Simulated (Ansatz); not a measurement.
Relaxation of the outer planes of the (111) surface of bcc Nb in its 1x1 cell, outermost plane spacing 0.96 Å in the ideal cut.

All values below come from PBE (plane waves to 420 eV, PAW; Ansatz, a quantum-chemistry and plane-wave program).

Model: 11-atom slab, 9.6 Å thick at the start (thin: gaps and levels are the slab's own), 9x9x1 mesh, Fermi-Dirac 0.1 eV, dipole correction, all atoms relaxed; start symmetry kept, larger cells not searched; no spin, no spin-orbit, no U.

```tsv
plane	atoms	bulk spacing to the next (Å)	relaxed spacing (Å)	change (%)	rumpling (Å)
1	Nb	0.956	0.705	-26.3	0.00
2	Nb	0.956	0.818	-14.4	0.00
```
